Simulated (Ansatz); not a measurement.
## Element substitutions in GaSb

The parent structure is GaSb in the zinc blende structure (space group F-43m, No. 216; a = 6.1324 Å).

Each row replaces one element on all its sites; cell and atoms are relaxed.

All numbers come from r2SCAN (Ansatz, a first-principles code, PAW, without spin-orbit coupling).

```tsv
variant	density	band gap	shortest interatomic distance
base	5.51 g/cm³	0.41 eV	2.655 Å
Ga → Zn	5.63 g/cm³	zero	2.617 Å
Sb → As	5.28 g/cm³	0.96 eV	2.454 Å
Sb → Mo	6.06 g/cm³	zero	2.452 Å
```

Spin-orbit coupling, missing from the scalar runs, can matter with Sb. Whether these cells are dynamically stable was not tested. As relaxed here, ZnSb and GaMo are hypothetical phases, not in the database extracts checked. All final runs are without spin polarisation. An odd electron count without spin: ZnSb and GaMo. GaMo has a high density of states at the Fermi level and may be magnetic at this level.
